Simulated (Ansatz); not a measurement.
Amorphous Hf$_{17}$O$_{36}$Al, 54 atoms at 8.68 g/cm³, one PBE-relaxed geometry, zone centre. Methods: PBE, scalar-relativistic without spin-orbit coupling (Ansatz, a first-principles code); r2SCAN, scalar-relativistic without spin-orbit coupling (Ansatz); HSE06, scalar-relativistic without spin-orbit coupling (Ansatz). Plane waves to 420 eV (r2SCAN 500 eV); exact exchange is cut at the cell's faces. The usual formal charges leave 1 holes over, so the level spacing at the Fermi energy parts defect or band states and needn't be the band gap. In the spin-polarised cell the level spacing at the Fermi energy can part levels of unlike spin. At PBE the levels at both edges of the gap are localised (band-tail or defect states), and the nearest spread-out levels lie 4.0 eV apart at the zone centre.

The cell was made by melting and quenching with the CHGNet potential and then relaxed with DFT. O atoms were pushed apart under 1.9 Å during the dynamics, to hinder bonds among them. The hot cell started wider than the set density and was brought back towards it in steps. It is the lowest in DFT energy of 2 quenches. It is a model cell: composition and starting density were chosen by hand, and all elements were melted together. No dispersion term was used. Its density started from a set value of 8.68 and ended at 8.68 g/cm³. Cooling (nominally 300 K/ps over its main leg) ran many orders faster than in experiment, which tends to leave more defects and strain. A cell of this size samples the disorder only roughly. The volume was held where the preparation left it, at a PBE pressure of 1.6 GPa. Stress components on the final sampling reach 4.0 GPa.

The relaxation ran on the zone centre alone. At PBE the level spacing at the Fermi energy is 0.36 eV on a 2×2×2 Γ-centred mesh, and the spacing at the zone centre alone 0.50 eV.

Task: What zone-centre spacing does r2SCAN give, roughly?

Result: 0.92 eV (+0.43 eV against PBE).

Task: What zone-centre spacing does HSE06 give, roughly?

Result: 2.13 eV (+1.63 eV against PBE).

The highest filled and the lowest empty state spread over these numbers of atoms (participation numbers): PBE: 6.8 and 3.1; r2SCAN: 5.9 and 2.7; HSE06: 5.4 and 2.4.
